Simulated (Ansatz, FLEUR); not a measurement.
An Ansatz (a quantum-chemistry and plane-wave program) input for a self-consistent single point of TiSi2 (Fddd, 6 atoms in the cell) (DFT, PBE, plane waves, default PAW files):

Ansatz 0.2 input:
```yaml
# TiSi2
crystal:
  lattice:
    - [0.000000, 4.063007, 4.206468]
    - [2.357878, 0.000000, 4.206468]
    - [2.357878, 4.063007, 0.000000]
  atoms:
    - { symbol: Ti, position: [0.500000, 0.500000, 0.500000] }
    - { symbol: Ti, position: [0.750000, 0.750000, 0.750000] }
    - { symbol: Si, position: [0.837430, 0.162570, 0.837430] }
    - { symbol: Si, position: [0.162570, 0.837430, 0.162570] }
    - { symbol: Si, position: [0.412570, 0.087430, 0.412570] }
    - { symbol: Si, position: [0.087430, 0.412570, 0.087430] }
kpoints:
  mp_grid:
    grid: [7, 7, 7]
hamiltonian:
  xc: pbe
  pseudopotentials:
    kind: paw
scf:
  occupations:
    method: gaussian
    width: 0.02 Ry
output:
  forces: true
  eigenvalues: true
  stress: true
```

### Question
Write the same calculation as an input for FLEUR.

### Answer
This is the input that was run; spellings and numerical settings could be chosen otherwise.

Input of the input generator:

```
TiSi2 crystal
&input film=f /
0.0000000000 4.0630070000 4.2064680000
2.3578780000 0.0000000000 4.2064680000
2.3578780000 4.0630070000 0.0000000000
1.8897261246
1.0 1.0 1.0

6
22 0.5000000000 0.5000000000 0.5000000000
22 0.7500000000 0.7500000000 0.7500000000
14 0.8374300000 0.1625700000 0.8374300000
14 0.1625700000 0.8374300000 0.1625700000
14 0.4125700000 0.0874300000 0.4125700000
14 0.0874300000 0.4125700000 0.0874300000

&comp jspins=1 /
&kpt div1=7 div2=7 div3=7 /
&end /
```

```xml
<?xml version="1.0" encoding="UTF-8" standalone="no"?>
<fleurInput fleurInputVersion="0.39">
   <comment>
      TiSi2 crystal                                                                                       
   </comment>
   <calculationSetup>
      <cutoffs Kmax="3.5" Gmax="14.0" GmaxXC="14.0" numbands="0"/>
      <scfLoop itmax="100" minDistance="0.00001" maxIterBroyd="15" imix="Anderson" alpha="0.05" precondParam="0.0" spinf="2.0"/>
      <coreElectrons ctail="T" frcor="F" kcrel="0" coretail_lmax="0"/>
      <xcFunctional name="pbe" relativisticCorrections="F"/>
      <magnetism jspins="1"/>
      <soc l_soc="F" theta="0.0" phi="0.0" spav="F"/>
      <expertModes spex="0" secvar="F"/>
      <geometryOptimization l_f="T" forcealpha="1.0" forcemix="BFGS" epsdisp="0.00001" epsforce="0.00001"/>
      <ldaU l_linMix="F" mixParam="0.05" spinf="1.0"/>
   </calculationSetup>
   <cell>
      <bzIntegration valenceElectrons="40.0" mode="gauss" fermiSmearingEnergy="0.00999582">
         <kPointListSelection listName="default-1"/>
         <!-- k-points included here -->
         <xi:include xmlns:xi="http://www.w3.org/2001/XInclude" href="kpts.xml"> </xi:include>
      </bzIntegration>
      <!-- symmetry operations included here -->
      <xi:include xmlns:xi="http://www.w3.org/2001/XInclude" href="sym.xml"> </xi:include>
      <bulkLattice scale="1.0">
         <bravaisMatrix>
            <row-1>    0.0000000000000000     7.6779704723326718     7.9490724718939125</row-1>
            <row-2>    4.4557436552195986     0.0000000000000000     7.9490724718939125</row-2>
            <row-3>    4.4557436552195986     7.6779704723326718     0.0000000000000000</row-3>
         </bravaisMatrix>
      </bulkLattice>
   </cell>
   <atomSpecies>
      <species name="Titanium (Ti)" element="Ti" atomicNumber="22">
         <mtSphere radius="2.29" gridPoints="791" logIncrement="0.015"/>
         <atomicCutoffs lmax="8" lnonsphr="6"/>
         <electronConfig flipSpins="F">
            <coreConfig>(1s1/2) (2s1/2) (2p1/2) (2p3/2)</coreConfig>
            <valenceConfig>(3s1/2) (3p1/2) (3p3/2) (4s1/2) (3d3/2) (3d5/2)</valenceConfig>
            <stateOccupation state="(3d3/2)" spinUp="0.4" spinDown="0.4"/>
            <stateOccupation state="(3d5/2)" spinUp="0.6" spinDown="0.6"/>
         </electronConfig>
         <energyParameters s="4" p="4" d="3" f="4"/>
         <lo type="SCLO" l="0" n="3" eDeriv="0"/>
         <lo type="SCLO" l="1" n="3" eDeriv="0"/>
      </species>
      <species name="Silicon (Si)" element="Si" atomicNumber="14">
         <mtSphere radius="2.24" gridPoints="773" logIncrement="0.015"/>
         <atomicCutoffs lmax="8" lnonsphr="6"/>
         <electronConfig flipSpins="F">
            <coreConfig>(1s1/2) (2s1/2) (2p1/2) (2p3/2)</coreConfig>
            <valenceConfig>(3s1/2) (3p1/2) (3p3/2)</valenceConfig>
            <stateOccupation state="(3p1/2)" spinUp="0.3333333333333" spinDown="0.3333333333333"/>
            <stateOccupation state="(3p3/2)" spinUp="0.6666666666667" spinDown="0.6666666666667"/>
         </electronConfig>
         <energyParameters s="3" p="3" d="3" f="4"/>
      </species>
   </atomSpecies>
   <atomGroups>
      <atomGroup species="Titanium (Ti)">
         <relPos label="                   1">3.000/8.000 3.000/8.000 3.000/8.000</relPos>
         <relPos label="                   2">-3.000/8.000 -3.000/8.000 -3.000/8.000</relPos>
         <force calculate="T" relaxXYZ="TTT"/>
      </atomGroup>
      <atomGroup species="Silicon (Si)">
         <relPos label="                   3">-.2875700000 .0375700000 -.2875700000</relPos>
         <relPos label="                   4">.0375700000 -.2875700000 .0375700000</relPos>
         <relPos label="                   5">.2875700000 -.0375700000 .2875700000</relPos>
         <relPos label="                   6">-.0375700000 .2875700000 -.0375700000</relPos>
         <force calculate="T" relaxXYZ="TTT"/>
      </atomGroup>
   </atomGroups>
   <output dos="F" band="F" slice="F">
      <checks vchk="F" cdinf="F"/>
      <bandDOS minEnergy="-.5*Htr" maxEnergy="0.5*Htr" sigma="0.015" storeEVData="T"/>
      <vacuumDOS vacdos="F" integ="F" star="F" nstars="0" locx1="0.0" locy1="0.0" locx2="0.0" locy2="0.0" nstm="0" tworkf="0.0"/>
      <unfoldingBand unfoldBand="F" supercellX="1" supercellY="1" supercellZ="1"/>
      <plotting iplot="0" polar="F">
         <plot TwoD="T" vec1="  1.0  0.0  0.0" vec2="  0.0  1.0  0.0" vec3="  0.0  0.0  1.0" zero="  0.0  0.0  0.0" file="plot"/>
      </plotting>
      <chargeDensitySlicing numkpt="0" minEigenval="0.0" maxEigenval="0.0" nnne="0" pallst="F"/>
      <specialOutput eonly="F"/>
      <magneticCircularDichroism mcd="F" energyLo="-10.0" energyUp="0.0"/>
   </output>
  <!-- We include the file relax.xml here to enable relaxations (see documentation) -->
  <xi:include xmlns:xi="http://www.w3.org/2001/XInclude" href="relax.xml"> <xi:fallback/> </xi:include>
</fleurInput>
```

Basis, cutoffs, solver keys and any potentials are the target program's own. This input uses DFT, PBE, all-electron FLAPW (FLEUR), scalar-relativistic valence. The width in Ry is rounded to four decimals.

The starting cell comes from a database of computed structures (which also holds hypothetical and non-ambient phases and stackings), without a prior relaxation at this level. Its lattice was rescaled by a random factor within 2.5 % of one. For this run, on top of that: lattice scaled by 0.98.
